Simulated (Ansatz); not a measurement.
Consider Se (space group P3_121, No. 152; a = 4.506 Å, c = 4.991 Å; made of chains). Axes: x lies along a and z along c of the hexagonal cell.

Method: plane-wave PAW DFT at the r2SCAN level (Ansatz, a program for electronic structure, 500 eV), no SOC.

Before the change:

The smallest direct gap is 1.54 eV.

The change: biaxial strain +3.40 %, plane normal [001], relaxed out of plane (Cartesian); in-plane vectors clamped, the third vector and the atoms free.

What happens to the smallest direct gap?

The smallest direct gap goes up by 0.23 eV to 1.77 eV.

What happens to the out-of-plane strain?

The out-of-plane strain comes out as -0.94 %.

Whether these cells are dynamically stable was not tested. No dispersion term is included, though the crystal is made of layers, chains or molecules, so its spacings can come out too wide.
